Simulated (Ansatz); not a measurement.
**CaO under a change: pressure 30 GPa**

Take CaO in the rock salt structure (space group Fm-3m, No. 225; a = 4.8307 Å) as the base.

Modification: cell and atoms relaxed at a pressure of 30 GPa.

Level of theory: DFT with PBE, PAW potentials and a 420 eV plane-wave cutoff in Ansatz (a program for electronic structure), no spin-orbit coupling. Settings: 12×12×12 k-points, 0.05 eV Fermi–Dirac smearing.

The density grows by 0.69 g/cm³ (3.30 g/cm³ → 3.99 g/cm³) and the lattice parameter a shrinks by 0.2944 Å (4.831 Å → 4.536 Å). The shortest interatomic distance shrinks by 0.147 Å, from 2.415 Å to 2.268 Å and the band gap shrinks by 0.13 eV, from 3.66 eV to 3.53 eV. The gap character remains indirect, Γ → X and the smallest direct gap shrinks by 0.20 eV, from 4.03 eV to 3.83 eV. The width of the top valence band rises by 0.423 eV (1.16 eV → 1.59 eV) and the electron mass changes from 1.4 mₑ along k, 0.44 mₑ across (at X) to 1.4 mₑ along k, 0.38 mₑ across (at X). The hole mass (degenerate bands, along [100]) goes from 0.35, 2.9, 2.9 mₑ (at Γ) to 0.32, 2.8, 2.8 mₑ (at Γ).

Final structure:

```
CELL_PARAMETERS angstrom
      0.00000     2.26814     2.26814
      2.26814     0.00000     2.26814
      2.26814     2.26814     0.00000
ATOMIC_POSITIONS crystal
  O  0.00000 0.00000 0.00000
  Ca 0.50000 0.50000 0.50000
```

Load acts through the strain it causes; cell and atoms are relaxed under it. Masses are band curvatures over ±0.01 Å⁻¹ around the edge. Along k means along the line from Γ to the band edge. No phonon test of stability was made. Competing high-pressure phases were not computed.
